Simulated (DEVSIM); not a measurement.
Device: Schottky contact on n-type Si, at 350 K.

| layer (left to right) | material | thickness (μm) | Nd (cm⁻³) | τn (s) | τp (s) |
|---|---|---|---|---|---|
| 1 | Si | 0.420 | 3e16 | 1.5e-7 | 1.5e-7 |
| 2 | Si | 8.00 | 1.3e18 | 1.5e-7 | 1.5e-7 |

Left contact: Schottky, work function 4.63 eV, emission velocity 2.8e6 cm/s. Right contact: ohmic. Voltage is applied to the left contact. Recombination: SRH at mid-gap, radiative, Auger. Gap narrowing is on: ΔEg = 6.92 meV × (l + √(l² + 0.5)), l = ln(N/1.3e17 cm⁻³), shared equally by both band edges. Mobility is constant in doping.

This is a model device: material constants are rounded textbook-type values typed into the input, and sizes, dopings and lifetimes were drawn at random. Values at 300 K; Nc and Nv go as T^1.5, mobilities as T to minus their exponent, the gap by Varshni's rule with the affinity fixed.

```tsv
parameter	Si
gap (eV)	1.124
affinity (eV)	4.05
permittivity	11.7
Nc (cm⁻³)	2.86e19
Nv (cm⁻³)	3.1e19
μn (cm²/Vs)	1417
μp (cm²/Vs)	470
T exponent of μn	2.3
T exponent of μp	2.2
B (cm³/s)	4.7e-15
Cn (cm⁶/s)	2.8e-31
Cp (cm⁶/s)	9.9e-32
Varshni α (eV/K)	0.000473
Varshni β (K)	636
```

DEVSIM, 1D drift-diffusion, Boltzmann statistics, complete ionisation; no tunnelling, impact ionisation, image-force lowering or self-heating. Metal contacts follow the ideal Schottky-Mott rule: no Fermi-level pinning, no interface dipoles.

The doping Nd of layer 1 was swept, all else fixed.

| doping Nd of layer 1 (cm^-3) | dark forward voltage at 1 A/cm² (V) | dark forward voltage at 100 A/cm² (V) |
|---|---|---|
| 9e14 | 0.091 | 0.246 |
| 3e15 | 0.088 | 0.236 |
| 9e15 | 0.085 | ? |
| 3e16 | 0.084 | 0.222 |
| 9e16 | 0.082 | 0.219 |
| 3e17 | 0.077 | 0.213 |
| 9e17 | 0.070 | 0.205 |

Complete the blanks.


- 9e15, dark forward voltage at 100 A/cm² (V): 0.228
